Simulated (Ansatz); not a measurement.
Pressure series in TaC

The parent structure is TaC in the rock salt structure (space group Fm-3m, No. 225).

```cif
data_CTa
_chemical_formula_sum 'C1 Ta1'
_space_group_name_H-M_alt 'P 1'
_space_group_IT_number 1
_cell_length_a 3.13958
_cell_length_b 3.13958
_cell_length_c 3.13958
_cell_angle_alpha 60.000
_cell_angle_beta 60.000
_cell_angle_gamma 60.000
loop_
_space_group_symop_operation_xyz
  'x, y, z'
loop_
_atom_site_label
_atom_site_type_symbol
_atom_site_fract_x
_atom_site_fract_y
_atom_site_fract_z
_atom_site_occupancy
C1 C 0.00000 0.00000 0.00000 1
Ta1 Ta 0.50000 0.50000 0.50000 1
```

Cell and atoms are relaxed at each pressure.

Computed with PBEsol/PAW in Ansatz (a quantum-chemistry and plane-wave program), spin-orbit coupling left out.

```tsv
pressure (GPa)	volume per atom (Å³/atom)
-2	11.006
-1	10.973
0	10.941
2.1	10.876
4.5	10.803
9	10.673
15	10.511
22.5	?
30	10.154
```

Task: Fit the third-order Birch–Murnaghan form P(V) = (3B₀/2)[(V₀/V)^(7/3) − (V₀/V)^(5/3)]·[1 + (3/4)(B₀′ − 4)((V₀/V)^(2/3) − 1)] (squares taken in P) to the rows shown and predict the withheld row.

Result: Least squares on the printed values gives V₀ = 10.941 Å³/atom, B₀ = 344 GPa, B₀′ = 4.1; this predicts 10.325 Å³/atom, and the run gives 10.325 Å³/atom, in agreement.

Load acts through the strain it causes; cell and atoms are relaxed under it. Stability against distortions was not tested. Competing high-pressure phases were not computed. All final runs are without spin polarisation. An odd electron count without spin: TaC.
